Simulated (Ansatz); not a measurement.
Consider LaFeAsO (space group P4/nmm, No. 129; a = 3.966 Å, c = 8.478 Å; non-magnetic).

Level of theory: Ansatz (a first-principles code) PBEsol, spin-orbit coupling left out.

One change was made to it. Results:

The band gap is still zero; the lattice parameter a drops by 0.064 Å to 3.902 Å.

Q: Which of these changes matches the shifts?
(A) pressure 1.5 GPa
(B) pressure 3 GPa
(C) pressure 10 GPa
(D) pressure 5 GPa
(E) pressure −2 GPa

A: C, pressure 10 GPa. For comparison, the lattice parameter a in the other runs: pressure −2 GPa gives 3.984 Å; pressure 5 GPa gives 3.930 Å; pressure 3 GPa gives 3.943 Å; pressure 1.5 GPa gives 3.954 Å.

Load acts through the strain it causes; cell and atoms are relaxed under it. Stability against distortions was not tested. Competing high-pressure phases were not computed. Starting moments died away, wholly or in part, for the base; another magnetic solution may exist. No Hubbard U is applied and the magnetic state is the run's own (LaFeAsO not spin-polarised; LaFeAsO non-magnetic); small cells can't hold the antiferromagnetic order that many such compounds have, so gaps and moments can be off. The final runs are not spin-polarised.
